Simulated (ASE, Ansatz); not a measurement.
One thermal frame of composition Al13Cu3, cell Al52Cu12, first heated far above this temperature, then brought to it [in the CHGNet run: it was liquid; mean temperature 1001 K (target 1020 K); density 3.15 g/cm³, volume +5 % from the start cell's], 1020 K, computed in Ansatz (plane waves, PAW) at several levels on the same positions and k-sampling (one point, (1/4, 1/4, 1/4)); no spin polarisation or spin-orbit coupling.

The frame comes from MD with CHGNet (ASE). The base level is PBE (cutoff 420 eV), whose static pressure on this k-sampling is 0.1 GPa. On the run's last frame a denser k-mesh moved the forces by 0.069 eV/Å rms, the static pressure by 0.00 GPa and the free energy by 10 meV/atom, which is about how far such values are converged. That check is the base level's. Differences between levels on one k-sampling err less than the absolute values. Cutoffs of the other levels: 500 eV for r2SCAN, the files' default (420 eV for most) otherwise. Volume per atom 17.83 Å³.

| level | static pressure less the base's (GPa) | rms force change from the base (eV/Å) | cost |
|---|---|---|---|
| PBE | 0 | 0 | (base) |
| r2SCAN | (withheld) | 0.06 | around 120 core-seconds (rough) |

**Question.** Some entries are withheld; supply them.

**Answer.** 
- r2SCAN, static pressure less the base's (GPa): -2.2

Ansatz is a program for electronic structure.
